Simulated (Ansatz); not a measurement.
Bi4Ge3O12 (I-43d, No. 220) was calculated with r²SCAN in Ansatz (PAW).

Numerical settings: plane-wave cutoff 560 eV, 6×6×6 k mesh, Fermi–Dirac smearing 0.01 eV, scalar-relativistic PAW data made under PBE.

Cell (measured lattice):

```
CELL_PARAMETERS angstrom
     -5.26200     5.26200     5.26200
      5.26200    -5.26200     5.26200
      5.26200     5.26200    -5.26200
ATOMIC_POSITIONS crystal
  Ge 0.25000 0.62500 0.37500
  Ge 0.37500 0.25000 0.62500
  Ge 0.75000 0.87500 0.12500
  Ge 0.12500 0.75000 0.87500
  Ge 0.62500 0.37500 0.25000
  Ge 0.87500 0.12500 0.75000
  Bi 0.17502 0.17502 0.17502
  Bi 0.82498 0.50000 0.00000
  Bi 0.50000 0.00000 0.32498
  Bi 0.00000 0.82498 0.50000
  Bi 0.32498 0.50000 0.00000
  Bi 0.50000 0.00000 0.82498
  Bi 0.00000 0.32498 0.50000
  Bi 0.67502 0.67502 0.67502
  O  0.41438 0.35721 0.19619
  O  0.64279 0.33898 0.05717
  O  0.66102 0.21819 0.30381
  O  0.78181 0.58562 0.44283
  O  0.08562 0.28181 0.94283
  O  0.71819 0.16102 0.80381
  O  0.83898 0.14279 0.55717
  O  0.85721 0.91438 0.69619
  O  0.19619 0.41438 0.35721
  O  0.58562 0.44283 0.78181
  O  0.55717 0.83898 0.14279
  O  0.16102 0.80381 0.71819
  O  0.30381 0.66102 0.21819
  O  0.33898 0.05717 0.64279
  O  0.94283 0.08562 0.28181
  O  0.91438 0.69619 0.85721
  O  0.35721 0.19619 0.41438
  O  0.14279 0.55717 0.83898
  O  0.44283 0.78181 0.58562
  O  0.21819 0.30381 0.66102
  O  0.69619 0.85721 0.91438
  O  0.28181 0.94283 0.08562
  O  0.05717 0.64279 0.33898
  O  0.80381 0.71819 0.16102
```

Task: What does this level give for the band gap, smallest direct gap on the k points sampled and direct gap at Γ?

Result: 
- band gap = 4.23 eV
- smallest direct gap on the k points sampled = 4.27 eV
- direct gap at Γ = 4.72 eV

Note: cell and atoms aren't relaxed at this level (largest force component 0.21 eV/Å, pressure 1.6 GPa).

Spin–orbit coupling is not included; with these elements it can move the gap by several tenths of an eV or more.

The result took about 16 core-minutes (a rough figure).

Ansatz is a first-principles code.
